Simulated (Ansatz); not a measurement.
Consider ZnS in the wurtzite structure (space group P6_3mc, No. 186; a = 3.8061 Å, c = 6.2447 Å).

Method: r2SCAN in Ansatz (plane waves to 500 eV, PAW, without spin-orbit coupling).

It is then changed as follows: O takes the place of S on all its sites, then cell and atoms are relaxed.

Measured band gap: ZnS 3.91 eV (temperature not stated; as listed in Mehmet Aras, Çetin Kılıç, The Journal of Chemical Physics (2014)); ZnO 3.6 eV (static lattice; corrected from measurement; as listed in Wei Chen et al., Physical Review Materials (2018)).

Question: How well does r2SCAN reproduce the measured shift?

Answer: With r2SCAN the band gap moves by -1.54 eV (2.78 → 1.24) against -0.31 eV measured. The two measured values stand on different bases (one corrected, one not), which blurs small differences.

Whether these cells are dynamically stable was not tested.

Ansatz is a first-principles code.
